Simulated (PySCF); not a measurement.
PySCF 2.14.0, PBE/def2-svpd, df: Mg(I)(SH) ([SH][Mg][I]), 4 atoms. The geometry is a generated start, not checked to be a minimum at this level.

- task = energy
- method = pbe
- basis = def2-svpd
- two-electron scheme = density fitting
- mol.max_memory = 3000 MB
- mf.max_cycle = 100
- mf.init_guess = minao (default)
- mf.DIIS = CDIIS (default)
- mf.diis_space = 8 (default)
- mf.conv_tol = 1e-09 (default)
- mf.grids.level = 3 (default)
- effective core potentials = those of the basis set, past Kr
- basis functions = 91
- grid points = 69232

```xyz
4

Mg    -0.0053     0.2880    -0.5746
I     -0.5388     2.4390    -1.9400
S      0.2176    -0.7401     1.4757
H      0.3265    -1.9868     1.0388
```

One run each on 2 threads, 1 BLAS thread. Values of level_shift (Hartree) tried: 0 (default), 0.1, 0.3, 1.

Which value of level_shift (Hartree) needs the fewest Fock builds, and what happens away from it?

Fewest Fock builds, within one of each other: 0 (default) with 18, 0.1 with 17. The count rises to 58 at 1. All converge to one solution.

```csv
level_shift (Hartree),Fock builds,end
0 (default),18,same solution
0.1,17,same solution
0.3,28,same solution
1,58,same solution
```
